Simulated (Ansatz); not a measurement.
The (10-12) face of hcp Os can be cut between different planes. Symmetric, stoichiometric slabs relaxed in the 1x1 cell (17.8 Å²): top plane Os, 1.07 Å over the next in the ideal cut; top plane Os, 0.54 Å over the next in the ideal cut.

These are PBE (plane waves to 420 eV, PAW; Ansatz, a first-principles code) values and carry that method's errors.

Question: Rank these by surface energy (lowest first), as PBE gives it.

Answer: the cut with an outer spacing of 1.07 Å (3.62 J/m²), the cut with an outer spacing of 0.54 Å (3.80 J/m²)
